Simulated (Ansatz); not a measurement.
## C (space group Pm-3n, No. 223; a hypothetical phase, not in the database extracts checked)

```
C
1.0
    3.81776     0.00000     0.00000
    0.00000     3.81776     0.00000
    0.00000     0.00000     3.81776
C
8
Direct
  0.25000   0.00000   0.50000
  0.75000   0.00000   0.50000
  0.00000   0.50000   0.25000
  0.00000   0.50000   0.75000
  0.50000   0.25000   0.00000
  0.50000   0.75000   0.00000
  0.00000   0.00000   0.00000
  0.50000   0.50000   0.50000
```

All numbers come from PBEsol in Ansatz (plane waves to 420 eV, PAW, no spin-orbit coupling). Γ-centred 12×12×12 mesh, Fermi–Dirac width 0.05 eV.

| Property | Result |
|---|---|
| Volume per atom | 6.96 Å³ |
| Density | 2.87 g/cm³ |
| Band gap | zero |
| Total energy | -242.234 eV/atom (σ→0; compares only within this code and set-up) |

Whether these cells are dynamically stable was not tested.

Ansatz is a first-principles code.
